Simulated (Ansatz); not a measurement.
# A computed series for RuB2: pressure series

The reference is RuB2 (space group Pmmn, No. 59).

```
RuB2
1.0
    2.84949     0.00000     0.00000
    0.00000     4.62569     0.00000
    0.00000     0.00000     4.02364
B Ru
4 2
Direct
  0.00000   0.80386   0.36259
  0.00000   0.19614   0.36259
  0.50000   0.69614   0.63741
  0.50000   0.30386   0.63741
  0.00000   0.00000   0.84873
  0.50000   0.50000   0.15127
```

Cell and atoms are relaxed at each pressure.

Computed with PBEsol in Ansatz (plane waves to 420 eV, PAW, spin-orbit coupling left out).

Notes on the quantities. enthalpy: H = E + PV relative to the base's energy.

```json
[
 {"variant": "base", "enthalpy": "–", "density": "7.68 g/cm³", "shortest interatomic distance": "1.815 Å"},
 {"variant": "pressure 0.3 GPa", "enthalpy": "+0.02 eV/atom", "density": "7.69 g/cm³", "shortest interatomic distance": "1.814 Å"},
 {"variant": "pressure 0.7 GPa", "enthalpy": "+0.04 eV/atom", "density": "7.70 g/cm³", "shortest interatomic distance": "1.813 Å"},
 {"variant": "pressure 1.5 GPa", "enthalpy": "+0.08 eV/atom", "density": "7.72 g/cm³", "shortest interatomic distance": "1.811 Å"},
 {"variant": "pressure 3 GPa", "enthalpy": "+0.16 eV/atom", "density": "7.76 g/cm³", "shortest interatomic distance": "1.808 Å"},
 {"variant": "pressure 5 GPa", "enthalpy": "+0.27 eV/atom", "density": "7.81 g/cm³", "shortest interatomic distance": "1.803 Å"},
 {"variant": "pressure 7.5 GPa", "enthalpy": "+0.41 eV/atom", "density": "7.87 g/cm³", "shortest interatomic distance": "1.798 Å"}
]
```

Load acts through the strain it causes; cell and atoms are relaxed under it. No phonon test of stability was made. No other phases were tried under pressure. All final runs are without spin polarisation.

Ansatz is an electronic-structure program.
